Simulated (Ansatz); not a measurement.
Consider GaSb in the zinc blende structure (space group F-43m, No. 216; a = 6.132 Å). Axes: x, y, z lie along the cube axes.

Computed with r2SCAN (Ansatz, an electronic-structure program; PAW; 500 eV plane waves; no spin-orbit coupling).

A first run, uniaxial strain ε_xx = −0.76 %, gives secant values C11 ≈ 87 GPa and C12 ≈ 38 GPa from its stress. A second run applies isotropic strain −2.96 %.

**Question.** What does linear elasticity predict for the bulk modulus −ΔP/(ΔV/V₀) in the second run, and what does the run give?

**Answer.** Linear elasticity: (C11 + 2 C12)/3 = 54 GPa. The run gives 69 GPa; any difference comes from nonlinear terms at these strains and numerical noise.

Stability against distortions was not tested.
